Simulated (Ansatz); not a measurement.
The parent structure is BeS in the zinc blende structure (space group F-43m, No. 216; a = 4.8686 Å).

All numbers come from DFT with r2SCAN, PAW potentials and a 500 eV plane-wave cutoff in Ansatz (a first-principles code), spin-orbit coupling left out.

One change was made to it. Results:

| quantity | base | after |
|---|---|---|
| shortest interatomic distance | 2.108 Å | 2.078 Å |
| hole mass (degenerate bands, along [100]) | 0.34, 0.57, 0.57 mₑ (at Γ) | 0.35, 0.54, 0.54 mₑ (at Γ) |
| band gap | 3.59 eV | 3.49 eV |
| electron mass | 0.79 mₑ along k, 0.29 mₑ across (at X) | 0.78 mₑ along k, 0.28 mₑ across (at X) |

Q: What was done to the base?
A) pressure −2 GPa
B) pressure 2.1 GPa
C) pressure 4.5 GPa
D) pressure 15 GPa

A: C, pressure 4.5 GPa. For comparison, the band gap in the other runs: pressure −2 GPa gives 3.63 eV; pressure 15 GPa gives 3.28 eV; pressure 2.1 GPa gives 3.54 eV.

Load acts through the strain it causes; cell and atoms are relaxed under it. Effective masses come from finite differences of ±0.01 Å⁻¹. Along k means along the line from Γ to the band edge. Stability against distortions was not tested. Competing high-pressure phases were not computed.
